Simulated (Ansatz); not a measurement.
## CdS, thickness series

Take CdS in the wurtzite structure (space group P6_3mc, No. 186) as the base.

```
CdS
1.0
    4.16356     0.00000     0.00000
   -2.08178     3.60575     0.00000
    0.00000     0.00000     6.76722
Cd S
2 2
Cartesian
  2.08178   1.20192   0.00670
  0.00000   2.40383   3.39031
  2.08178   1.20192   4.22417
  0.00000   2.40383   0.84055
```

Cartesian axes are those of the cell as printed.

Free-standing slabs (4 atom(s) a layer) normal to the y axis with 15 Å of vacuum; in-plane cell held at bulk.

Computed with r2SCAN in Ansatz (plane waves to 500 eV, PAW, no spin-orbit coupling).

Notes on the quantities. excess energy per area of both faces: slab less bulk energy over the cell's area: twice a surface energy; layer's space group: with vacuum.

| variant | thickness between the outermost nuclei | excess energy per area of both faces | layer's space group |
|---|---|---|---|
| 1 layer | 1.68 Å | – | Pmn2_1 (No. 31) |
| 2 layers | 5.28 Å | 0.82 J/m² | Pmc2_1 (No. 26) |
| 3 layers | 8.82 Å | 0.84 J/m² | Pmn2_1 (No. 31) |
| 4 layers | 12.40 Å | 0.85 J/m² | Pmc2_1 (No. 26) |

Slab and bulk use different k-meshes, which limits the precision of the excess energy. Stability against distortions was not tested.

Ansatz is a program for electronic structure.
